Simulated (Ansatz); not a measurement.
## Mg2Ge under a change: isotropic strain −3.00 %

The reference is Mg$_{2}$Ge in the anti-fluorite structure (space group Fm-3m, No. 225; a = 6.421 Å).

The change: the cell is scaled by 0.9700 in all directions, atoms relaxed at fixed cell.

All numbers come from Kohn–Sham DFT with the PBE functional, run in Ansatz (a first-principles code) with PAW and 420 eV plane waves, without spin-orbit coupling. Γ-centred 9×9×9 mesh, Fermi–Dirac width 0.05 eV.

* **Volume per atom**: 20.14 Å³ (base 22.06 Å³)
* **Space group**: Fm-3m (No. 225) (base Fm-3m (No. 225))
* **Shortest interatomic distance**: 2.697 Å (base 2.780 Å)
* **Energy relative to the base (free energy F)**: +30 meV/atom
* **Pressure**: 5.48 GPa (base 0.00 GPa)
* **Band gap**: 0.08 eV (base 0.17 eV)
* **Gap character**: indirect, Γ → X (base indirect, Γ → X)
* **Smallest direct gap**: 1.47 eV (base 0.95 eV)
* **Mean gap deformation potential ΔEg/Δln V**: +0.9 eV
* **Electron mass**: 0.55 mₑ along k, 0.18 mₑ across (at X) (base 0.55 mₑ along k, 0.19 mₑ across (at X))
* **Hole mass (degenerate bands, along [100])**: 0.10, 0.34, 0.34 mₑ (at Γ) (base 0.071, 0.35, 0.35 mₑ (at Γ))
* **Valley order (the lowest conduction-band minima on the path, energy above the VBM, named in the base's zone)**: X along ⟨100⟩ 0.08 eV; L along ⟨111⟩ 1.34 eV; Γ 1.47 eV (base X along ⟨100⟩ 0.17 eV; L along ⟨111⟩ 0.94 eV; Γ 0.95 eV)

Final structure:

```
Mg2Ge
1.0
    0.00000     3.11431     3.11431
    3.11431     0.00000     3.11431
    3.11431     3.11431     0.00000
Mg Ge
2 1
Direct
  0.25000   0.25000   0.25000
  0.75000   0.75000   0.75000
  0.00000   0.00000   0.00000
```

Cost of the whole job for the changed cell (relaxation, final SCF and bands): about 12 core-seconds (a rough figure).

Effective masses come from finite differences of ±0.01 Å⁻¹. Along k means along the line from Γ to the band edge. Stability against distortions was not tested. The zero or small gap of Mg2Ge can change with the level of theory.
